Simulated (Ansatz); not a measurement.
System: interstitial Na in zinc-blende GaAs (charge state +1). All values below come from PBE, PAW (plane waves to 420 eV; Ansatz, a quantum-chemistry and plane-wave program).

Settings: 64 host sites, the relaxed PBE lattice, one k-point at (0.250, 0.250, 0.250), smearing 0.05 eV, spin-restricted, no image-charge correction. Static, classical nuclei. PBE gaps are too small, and in this host the defect's levels may merge with the bands. The charge state is imposed; whether it is stable for some Fermi level was not computed. Sites that were not tried may lie lower.

Barriers: single points on a 2×2×2 k-point mesh shifted by half a step at the bands' geometries.

Relaxed starting cell (atoms counted from 1):

```xyz
65
Lattice="11.4913 0.0000 0.0000 0.0000 11.4913 0.0000 0.0000 0.0000 11.4913" Properties=species:S:1:pos:R:3 pbc="T T T"
Ga    -0.1210    -0.1134    -0.1115
Ga    -0.0081    -0.0058     5.7583
Ga    -0.0076     5.7551    -0.0019
Ga     0.0224     5.7726     5.7761
Ga     5.7508    -0.0048    -0.0024
Ga     5.7668     0.0228     5.7743
Ga     5.7687     5.7715     0.0264
Ga     5.7460     5.7479     5.7508
As     1.4374     1.4422     4.3417
As     1.4359     1.4372    10.0372
As     1.4388     7.1886     4.3148
As     1.4383     7.1847    10.0629
As     7.1833     1.4416     4.3147
As     7.1828     1.4394    10.0625
As     7.1818     7.1872     4.3207
As     7.1807     7.1830    10.0536
Ga    -0.1155     2.9876     2.9905
Ga    -0.0086     2.8833     8.6186
Ga    -0.0080     8.6157     2.8866
Ga     0.0169     8.5946     8.5982
Ga     5.7503     2.8861     2.8892
Ga     5.7675     2.8631     8.6050
Ga     5.7669     8.6024     2.8659
Ga     5.7416     8.6212     8.6253
As     1.4377     4.3387     1.4468
As     1.4387     4.3107     7.1916
As     1.4360    10.0336     1.4395
As     1.4382    10.0595     7.1882
As     7.1841     4.3113     1.4457
As     7.1827     4.3181     7.1896
As     7.1823    10.0599     1.4420
As     7.1789    10.0500     7.1856
Ga     2.9747    -0.1036     2.9832
Ga     2.8820    -0.0054     8.6194
Ga     2.8818     5.7548     2.8899
Ga     2.8618     5.7693     8.6053
Ga     8.6111    -0.0057     2.8876
Ga     8.5922     0.0166     8.5993
Ga     8.5971     5.7727     2.8662
Ga     8.6214     5.7442     8.6274
As     4.3363     1.4413     1.4438
As     4.3083     1.4418     7.1903
As     4.3083     7.1865     1.4449
As     4.3143     7.1840     7.1875
As    10.0315     1.4391     1.4438
As    10.0563     1.4386     7.1890
As    10.0568     7.1857     1.4424
As    10.0473     7.1830     7.1861
Ga     2.9761     2.9833    -0.1017
Ga     2.8819     2.8858     5.7579
Ga     2.8826     8.6157    -0.0028
Ga     2.8625     8.6028     5.7726
Ga     8.6115     2.8836    -0.0016
Ga     8.5965     2.8622     5.7757
Ga     8.5934     8.5965     0.0208
Ga     8.6204     8.6239     5.7477
As     4.3115     4.3148     4.3185
As     4.3788     4.3796    10.0007
As     4.3767     9.9988     4.3805
As     4.3118    10.0568    10.0599
As     9.9891     4.3869     4.3902
As    10.0559     4.3124    10.0623
As    10.0552    10.0583     4.3160
As     9.9788     9.9798     9.9830
Na     1.4293     1.4391     1.4399
```
Cell charge +1.

End state 1 differs by these moves (Å; atoms that move under 0.08 Å are left out):

```json
[
 {"atom": "1", "element": "Ga", "Δx": "0.11", "Δy": "0.10", "Δz": "0.11"},
 {"atom": "2", "element": "Ga", "Δx": "-0.06", "Δy": "-0.06", "Δz": "0.05"},
 {"atom": "3", "element": "Ga", "Δx": "-0.06", "Δy": "0.05", "Δz": "-0.06"},
 {"atom": "5", "element": "Ga", "Δx": "0.05", "Δy": "-0.06", "Δz": "-0.06"},
 {"atom": "8", "element": "Ga", "Δx": "0.07", "Δy": "0.07", "Δz": "0.07"},
 {"atom": "9", "element": "As", "Δx": "-0.07", "Δy": "-0.07", "Δz": "0.04"},
 {"atom": "17", "element": "Ga", "Δx": "0.03", "Δy": "-0.12", "Δz": "-0.12"},
 {"atom": "25", "element": "As", "Δx": "-0.07", "Δy": "0.03", "Δz": "-0.07"},
 {"atom": "33", "element": "Ga", "Δx": "-0.11", "Δy": "0.02", "Δz": "-0.11"},
 {"atom": "41", "element": "As", "Δx": "0.04", "Δy": "-0.07", "Δz": "-0.07"},
 {"atom": "49", "element": "Ga", "Δx": "-0.11", "Δy": "-0.12", "Δz": "0.02"},
 {"atom": "57", "element": "As", "Δx": "0.08", "Δy": "0.07", "Δz": "0.07"},
 {"atom": "58", "element": "As", "Δx": "-0.06", "Δy": "-0.06", "Δz": "0.04"},
 {"atom": "59", "element": "As", "Δx": "-0.06", "Δy": "0.04", "Δz": "-0.06"},
 {"atom": "61", "element": "As", "Δx": "0.05", "Δy": "-0.07", "Δz": "-0.06"},
 {"atom": "64", "element": "As", "Δx": "0.07", "Δy": "0.07", "Δz": "0.07"},
 {"atom": "65", "element": "Na", "Δx": "1.44", "Δy": "1.44", "Δz": "1.44"}
]
```

Estimate the forward and backward barriers to end state 1 that PBE, PAW returns for this input.

forward 0.89 eV, backward 0.76 eV; at the saddle point atom 65 has neighbours 3 As at 2.54; 3 Ga at 2.63 Å. The saddle point's order was not checked, and it lies on a symmetry element of the cell, where a band can be held.
